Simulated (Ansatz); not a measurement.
# SnTe: pressure series

Take SnTe in the rock salt structure (space group Fm-3m, No. 225; a = 6.409 Å) as the base.

Cell and atoms are relaxed at each pressure.

Levels (all Ansatz, a quantum-chemistry and plane-wave program, PAW): PBE (420 eV, no SOC); PBEsol (420 eV, no spin-orbit coupling).

The base cell above is that of PBE; each level relaxes its own structures.

```tsv
case	lattice parameter a, PBE	lattice parameter a, PBEsol
pressure −2 GPa	6.530 Å	6.389 Å
pressure −1 GPa	6.466 Å	6.336 Å
pressure 3 GPa	6.274 Å	6.172 Å
pressure 7 GPa	6.139 Å	6.052 Å
pressure 15 GPa	5.946 Å	5.876 Å
pressure 30 GPa	5.709 Å	5.657 Å
pressure 50 GPa	5.507 Å	5.463 Å
pressure 75 GPa	5.335 Å	5.301 Å
pressure 100 GPa	5.212 Å	5.182 Å
```

PBE lies above PBEsol in every row, by 0.030 Å to 0.141 Å. They put the cases in the same order.

Load acts through the strain it causes; cell and atoms are relaxed under it. No phonon test of stability was made. Competing high-pressure phases were not computed. All final runs are without spin polarisation.
